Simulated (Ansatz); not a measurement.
## Effect of biaxial strain +4.17 %, plane normal [001], relaxed out of plane on hypothetical rock salt YSi

The reference is YSi in the rock salt structure (space group Fm-3m, No. 225; a = 5.837 Å; a hypothetical phase, not in the database extracts checked; relaxed with 0.1 eV smearing). Axes: x, y, z lie along the cube axes.

The change: tensile biaxial strain of 4.17 % in the plane normal to [001], as in epitaxy on a mismatched substrate; the out-of-plane cell vector and the atoms relax.

Computed with r2SCAN/PAW in Ansatz (an electronic-structure program), no spin-orbit coupling, earlier PAW set. k-mesh 17×17×17 (Γ-centred); smearing 0.1 eV (Fermi–Dirac).

The volume per atom increases by 1.83 Å³, from 24.86 Å³ to 26.69 Å³ and the space group becomes I4/mmm (No. 139) (base: Fm-3m (No. 225)). The shortest interatomic distance shrinks by 0.031 Å (2.919 Å → 2.888 Å) and the energy rises by 42 meV/atom. The pressure (mean of the normal stresses, compression positive) goes from zero to -3.9 GPa and the band gap is still zero. The out-of-plane strain amounts to -1.07 % and the ratio −ε⊥/ε∥ comes out as 0.26.

Final structure (turned so that z lies along the plane normal):

```xyz
2
Lattice="4.2997 0.0000 0.0000 0.0000 4.2997 0.0000 2.1499 -2.1499 2.8875" Properties=species:S:1:pos:R:3 pbc="T T T"
Si     0.0000     0.0000     0.0000
Y      2.1499     2.1499     0.0000
```

Whether these cells are dynamically stable was not tested. All final runs are without spin polarisation. An odd electron count without spin: YSi. YSi has a high density of states at the Fermi level and may be magnetic at this level.
